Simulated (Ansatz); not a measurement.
## Element substitutions in NbN

Start from NbN in the rock salt structure (space group Fm-3m, No. 225; a = 4.4213 Å).

Each row replaces one element on all its sites; cell and atoms are relaxed.

Level of theory: PBE (Ansatz, a program for electronic structure; PAW; 420 eV plane waves; scalar-relativistic without spin-orbit coupling).

```tsv
variant	density	shortest interatomic distance
base	8.22 g/cm³	2.211 Å
Nb → Zr	7.21 g/cm³	2.297 Å
N → C	7.72 g/cm³	2.243 Å
Nb → V	6.18 g/cm³	2.058 Å
```

Stability against distortions was not tested. Starting moments died away, wholly or in part, for Nb → V; another magnetic solution may exist. All final runs are without spin polarisation. An odd electron count without spin: ZrN and NbC.
